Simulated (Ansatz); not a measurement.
An Ansatz (an electronic-structure program) run: PdSb; PBEsol in Ansatz (plane waves to 420 eV, PAW, no SOC).

Input:

Ansatz 0.2 input:
```yaml
crystal:
  lattice:
    - [4.0860508054, 0, 0]
    - [-2.0430254027, 3.5386237986, 0]
    - [0, 0, 5.5817126526]
  atoms:
    - { symbol: Sb, position: [0.3333333333, 0.6666666667, 0.25] }
    - { symbol: Sb, position: [0.6666666667, 0.3333333333, 0.75] }
    - { symbol: Pd, position: [0, 0, 0] }
    - { symbol: Pd, position: [0, 0, 0.5] }
basis: { ecutwfc: 420, ecutrho_ratio: 4, xc_grid: 2, fft_grid_basis: typed }
kpoints: { mp_grid: { grid: [13, 13, 9] } }
hamiltonian:
  xc: pbesol
  dispersion: none
  pseudopotentials: { kind: paw }
scf: { occupations: { method: fermi_dirac, width: 0.05 }, convergence: { dr2_threshold: 0.0000000004 } }
output: { forces: true, stress: true }
```

Output:

```
WARN ansatz: RAYON_NUM_THREADS=2 ignored (pool sized by the plan → 2); use --threads N
Pseudopotentials: kind: paw
Pseudopotential: Sb, paw, valence charge 15
Pseudopotential: Pd, paw, valence charge 18
Functional definition: PBEsol
Crystal: 4 atoms, lattice volume = 80.706 Å³
Basis set: ecut = 420 eV, 1579 PW (Γ), exchange–correlation on 60×60×80 points (8 copies of the dense FFT grid, shifted against one another)
Bands: 38, of which v1, the nominal top of the filled ones, is band 33 counted from 1 (32 counted from 0)
Symmetry: 24 space group operations
Space group: P63/mmc (ITA 194), of the structure as read, at distance tolerance 4.3e-5 Å
k-points: 105 of 1521
PAW frozen core: Sb, regenerated for the run's functional, and the local potential with it
PAW frozen core: Pd, regenerated for the run's functional, and the local potential with it
Initial density: superposition of atomic densities (neutral atoms: chi_scale 0, normalization atom), corrected by the library's trained network
Initial wavefunctions: pseudopotential atomic-orbital guess
Eigensolver: davidson
Functional: x = pbesol(κ = 0.804, μ = 0.12345679012345678), c = pbesol(β = 0.046)
SCF iter   1: F=—  HF=-26631.309703 eV  |F-HF|=—  |Δ(HF+E_count)|=         —  Δρ=6.88e-3  dr2=3.96e-2  ethr=1.77e-3  ⟨swp⟩=6.3  Hψ=15817  notcnv=0
all-band conjugate gradients solve this SCF's bands
preconditioner: auto → LDOS
SCF iter   2: F=—  HF=-26631.308239 eV  |F-HF|=—  |Δ(HF+E_count)|=   1.46e-3  Δρ=5.75e-3  dr2=2.31e-2  ethr=5.99e-5  ⟨swp⟩=2.0  Hψ=8592  notcnv=0  defer=21
SCF iter   3: F=—  HF=-26631.301920 eV  |F-HF|=—  |Δ(HF+E_count)|=   6.32e-3  Δρ=5.13e-4  dr2=1.91e-4  ethr=3.51e-5  ⟨swp⟩=2.5  Hψ=7596  notcnv=0  defer=21
SCF iter   4: F=—  HF=-26631.301898 eV  |F-HF|=—  |Δ(HF+E_count)|=   2.25e-5  Δρ=4.68e-5  dr2=8.32e-7  ethr=2.89e-7  ⟨swp⟩=2.0  Hψ=6727  notcnv=0  defer=21
SCF iter   5: F=—  HF=-26631.301906 eV  |F-HF|=—  |Δ(HF+E_count)|=   8.05e-6  Δρ=9.84e-6  dr2=5.02e-8  ethr=1.26e-9  ⟨swp⟩=2.0  Hψ=7212  notcnv=0  defer=21
SCF iter   6: F=—  HF=-26631.301906 eV  |F-HF|=—  |Δ(HF+E_count)|=   1.40e-8  Δρ=1.84e-6  dr2=2.87e-9  ethr=7.60e-11  ⟨swp⟩=2.0  Hψ=6584  notcnv=0  defer=21
SCF iter   7: F=-26631.301906 eV  HF=-26631.301906 eV  |F-HF|=7.28e-12  |Δ(HF+E_count)|=  1.24e-10  Δρ=2.73e-7  dr2=6.53e-11  ethr=1.00e-12  ⟨swp⟩=5.0  Hψ=14241  notcnv=0
SCF 1 converged in 7 iterations: F = -26631.301906 eV  dr2 = 6.53e-11
SCF converged after 7 iterations
Free energy (F): -26631.301906 eV
Harris-Foulkes:  -26631.301906 eV  (|F-HF|=7.28e-12)
Internal energy: -26631.286874 eV  (E = F + TS)
E sigma→0 (E₀):  -26631.294390 eV
Entropy (-TS):   -0.015032 eV (-3.758 meV/atom)
Fermi energy:    15.180849 eV
--- Per-component energies (eV) ---
  E_band       = -657.663411
  E_kinetic    = 1447.555114
  E_local      = -7315.145310  (includes V_loc(G=0)·N_el)
  E_nonlocal   = 1169.122086
  E_hartree    = 3156.899255
  E_xc         = -612.702958
  E_vxc        = -618.884096  (∫ρ·V_xc dr)
  E_paw        = -16372.958573  (= ΣΔE_a)
  E_vpaw       = -1654.110452  (= ΣTr[D̂ρ^β])
  E_aug_tail   = 0.000380  (compensation charges beyond the density's cutoff)
  E_ewald      = -8105.325630
  E_core_change = 1.268762  (= ΣΔE_core)
  E_smearing   = -0.015032  (= −TS)
  E_closure    = 0.000000  (closes the sum)
  Σ components = -26631.301906   (vs F -26631.301906, Δ=0.00e0)
  [band-id]    e_kinetic+e_local+e_nonlocal+2·e_hartree+e_vxc+e_vpaw+e_augmentation_tail = -657.663768   (vs E_band -657.663411, Δ=-3.58e-4)
--- Forces (eV/Å), atoms counted from 1 ---
  atom   1  Sb    -0.00000000    -0.00000000    -0.00000000
  atom   2  Sb    -0.00000000     0.00000000     0.00000000
  atom   3  Pd    -0.00000000     0.00000000     0.00000000
  atom   4  Pd     0.00000000    -0.00000000     0.00000000
  max |Σ_I F_I| component: 1.39e-17 eV/Å
--- Stress (GPa, compression-positive) ---
       -0.002196       0.000000       0.000000
        0.000000      -0.002196       0.000000
        0.000000       0.000000      -0.001571
  P = ⅓ Tr σ = -0.0020 GPa (-0.020 kbar)
  The stress holds the Pulay correction. Without it, at fixed plane waves, as pw.x and ABINIT print it: P = -0.0595 GPa
  The stress includes an estimate of the error left by incomplete SCF convergence (largest component 0.0001 GPa).
--- Band table ---
  band table: none
```

Whether these cells are dynamically stable was not tested. The final runs are not spin-polarised. The cell is PdSb in the NiAs type structure (space group P6_3/mmc, No. 194).
